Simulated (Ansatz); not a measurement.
Start from BaTiO$_{3}$ in the cubic perovskite structure (space group Pm-3m, No. 221; a = 3.935 Å). Axes: x, y, z lie along the cube axes.

Level of theory: LDA, PAW, 420 eV (Ansatz, a program for electronic structure; no spin-orbit coupling).

Strains are applied to the cell and any free atomic positions relax.

One change was made to it. Results:

```json
[
 {"quantity": "energy relative to the base (free energy F)", "base": "0 meV/atom", "after": "+2.0 meV/atom"},
 {"quantity": "band gap", "base": "1.83 eV", "after": "1.77 eV"}
]
```

Question: Which of these changes matches the shifts?
A) tensor shear ε_xy = +1.33 %
B) tensor shear ε_xy = +1.67 %
C) tensor shear ε_xy = +1.00 %
D) tensor shear ε_xy = +0.33 %

Answer: C, tensor shear ε_xy = +1.00 %. For comparison, the energy relative to the base in the other runs: tensor shear ε_xy = +0.33 % gives +0.2 meV/atom; tensor shear ε_xy = +1.33 % gives +3.6 meV/atom; tensor shear ε_xy = +1.67 % gives +5.6 meV/atom.

Whether these cells are dynamically stable was not tested. All final runs are without spin polarisation. Many cubic perovskites are stable only at high temperature; tilts and polar distortions were not tested. This is not the structure that BaTiO3 has at room temperature and ambient pressure.
